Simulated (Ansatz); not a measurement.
# What O → N does to KTaO3

The reference is KTaO3 in the cubic perovskite structure (space group Pm-3m, No. 221; a = 3.989 Å).

One thing is altered: full substitution O → N, then cell and atoms are relaxed.

Level of theory: Kohn–Sham DFT with the r2SCAN functional, run in Ansatz (a quantum-chemistry and plane-wave program) with PAW and 500 eV plane waves, no SOC, earlier PAW set. k-mesh 11×11×11 (Γ-centred); smearing 0.05 eV (Fermi–Dirac), for the changed cell.

```json
{
  "volume_per_atom": "14.38 Å³ (base 12.70 Å³)",
  "density": "6.05 g/cm³ (base 7.01 g/cm³)",
  "lattice_parameter_a": "4.158 Å (base 3.989 Å)",
  "shortest_interatomic_distance": "2.079 Å (base 1.995 Å)",
  "band_gap": "zero (base 2.64 eV)",
  "magnetic_state": "ferromagnetic (base not spin-polarised)",
  "largest_site_moment": "0.94 μB (base 0.00 μB)"
}
```

Cost of the whole job for the changed cell (relaxation, final SCF and bands): roughly 4 core-minutes.

The magnetic state is the one reached from the starting moments; the real material's order can differ, and small cells can't hold many antiferromagnetic ones. Spin-orbit coupling, missing from the scalar runs, can matter with Ta. Stability against distortions was not tested. As relaxed here, KTaN3 is a hypothetical phase, not in the database extracts checked.
